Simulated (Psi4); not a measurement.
Psi4 1.11, BP86/def2-svp: Te(I)(SMe) (CS[Te]I), 7 atoms. The geometry is a generated start, not checked to be a minimum at this level.

| Item | Result |
|---|---|
| task | energy |
| method | bp86 |
| basis | def2-svp |
| memory | 3 GB |
| maxiter | 100 |
| keys of the molecule block | symmetry c1 |
| scf_type | df (default) |
| guess | auto, which took SAD (default) |
| scf_initial_accelerator | adiis (default) |
| e_convergence | 1e-06 (default) |
| d_convergence | 1e-06 (default) |
| dft_radial_points | 75 (default) |
| dft_spherical_points | 302 (default) |
| effective core potentials | those of the basis set, past Kr |
| basis functions | 99 |
| grid points | 147530 |

```xyz
7

Te    -0.6780     0.2234     2.1638
I     -2.1677     2.2789     1.2577
S      1.1537     0.2577     0.6795
C      0.5034    -0.5709    -0.8069
H     -0.2014    -1.3507    -0.5328
H      1.3610    -1.0058    -1.3128
H      0.0290     0.1673    -1.4486
```

One run each on 2 threads. Values of diis_max_vecs tried: 3, 6, 10 (default), 20.

Task: Predict the course of the SCF iterations along this series.

Result: Fewest SCF iterations, within one of each other: 6 with 12, 10 (default) with 11, 20 with 11. The count rises to 27 at 3. All converge to one solution.

```json
[
 {"diis_max_vecs": "3", "SCF iterations": "27", "end": "same solution"},
 {"diis_max_vecs": "6", "SCF iterations": "12", "end": "same solution"},
 {"diis_max_vecs": "10 (default)", "SCF iterations": "11", "end": "same solution"},
 {"diis_max_vecs": "20", "SCF iterations": "11", "end": "same solution"}
]
```
